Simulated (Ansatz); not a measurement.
The parent structure is Li2O in the anti-fluorite structure (space group Fm-3m, No. 225; a = 4.573 Å). Axes: x, y, z lie along the cube axes.

Level of theory: r2SCAN (Ansatz, a program for electronic structure; PAW; 500 eV plane waves; no spin-orbit coupling).

For the base:

* **Valence-band top at Γ**: 0.00, 0.00, 0.00 eV
* **Band gap**: 5.77 eV

Perturbation: tensile biaxial strain of 3.14 % in the plane normal to [001], as in epitaxy on a mismatched substrate; the out-of-plane cell vector and the atoms relax.

Estimate the effect on the valence-band top at Γ and band gap.

The valence-band top at Γ (three highest levels, from the VBM) becomes 0.00, -0.10, -0.10 eV (base: 0.00, 0.00, 0.00 eV); the band gap decreases by 0.25 eV, from 5.77 eV to 5.52 eV.

No phonon test of stability was made.
